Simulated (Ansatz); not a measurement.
The starting structures come from a database of crystals and need not be the phases stable at ambient conditions.

 Where the default PAW files enter, the runs use the earlier of Ansatz's two default sets.

Consider the following.

```
CELL_PARAMETERS angstrom
      3.84085     0.00000     0.00000
      0.00000     3.87416     0.00000
      0.00000     0.00000    13.03732
ATOMIC_POSITIONS crystal
  Ta 0.00000 0.02271 0.14580
  Ta 0.00000 0.02271 0.85420
  Ta 0.50000 0.97729 0.35420
  Ta 0.50000 0.97729 0.64580
  O  0.50000 0.00206 0.18523
  O  0.50000 0.00206 0.81477
  O  0.00000 0.99794 0.31477
  O  0.00000 0.99794 0.68523
  O  0.00000 0.50765 0.85107
  O  0.00000 0.50765 0.14893
  O  0.50000 0.49235 0.64893
  O  0.50000 0.49235 0.35107
  O  0.50000 0.99500 0.50000
  O  0.00000 0.00500 0.00000
```

Space group of this cell: Pmmn. The cell is taken as given; by r2SCAN its mean pressure is -1.1 GPa.

The current runs along the normal of the first two printed vectors. All runs by Ansatz (a program for electronic structure), plane waves and PAW, without spin-orbit coupling; the base is r2SCAN.

| run | mean pressure (GPa) | gap (eV) | mid-gap κ (1/Å) |
|---|---|---|---|
| base | -1.1 | 2.81 | 0.351 |
| all lengths scaled by 1.02 | -13.5 | [?] | [?] |
| lda in place of r2scan | -5.9 | [?] | [?] |
| lengths across the current scaled by 1.02, ions clamped | -9.7 | [?] | [?] |
| lengths along the current scaled by 0.97, ions clamped | 6.7 | 2.81 | 0.359 |
| pbesol in place of r2scan | -1.3 | 2.29 | 0.332 |

Q: Fill in the missing entries.

A: 
- all lengths scaled by 1.02, gap (eV): 2.63
- all lengths scaled by 1.02, mid-gap κ (1/Å): 0.346
- lda in place of r2scan, gap (eV): 2.23
- lda in place of r2scan, mid-gap κ (1/Å): 0.328
- lengths across the current scaled by 1.02, ions clamped, gap (eV): 2.64
- lengths across the current scaled by 1.02, ions clamped, mid-gap κ (1/Å): 0.352
